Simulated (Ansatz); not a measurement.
**Effect of uniaxial strain ε_yy = +4.19 % on Sb**

Consider Sb (space group R-3m, No. 166; a = 4.3263 Å, c = 11.3390 Å (hexagonal axes); layered; relaxed with 0.1 eV smearing). Axes: x lies along a and z along c of the hexagonal cell.

Modification: uniaxial strain ε_yy = +4.19 %, all other strain components held at zero, atoms relaxed at fixed cell.

Method: Ansatz (a first-principles code) r2SCAN+rVV10, no SOC. Settings: 16×16×16 k-points, 0.1 eV Fermi–Dirac smearing.

Volume per atom: 31.92 Å³ (base 30.63 Å³)
Space group: C2/m (No. 12) (base R-3m (No. 166))
Shortest interatomic distance: 2.933 Å (base 2.920 Å)
Energy relative to the base (free energy F): +15 meV/atom
Pressure (mean of the normal stresses, compression positive): -1.8 GPa (base 0.0 GPa)
Band gap: zero (base zero)
Largest internal atomic displacement: 0.021 Å
Stress (xx, yy, zz, yz, xz, xy; compression positive): (-1.1, -3.6, -0.8, -0.6, 0.0, 0.0) GPa

Final structure:

```yaml
crystal:
  lattice:
    - [2.16313, 1.30121, 3.77967]
    - [-2.16313, 1.30121, 3.77967]
    - [0.00000, -2.60242, 3.77967]
  atoms:
    - { symbol: Sb, position: [0.23056, 0.23056, 0.23419] }
    - { symbol: Sb, position: [0.76944, 0.76944, 0.76581] }
```

Cost of the whole job for the changed cell (relaxation, final SCF and bands): about 14 core-minutes (a rough figure).

Spin-orbit coupling, missing from the scalar runs, can matter with Sb. Whether these cells are dynamically stable was not tested.
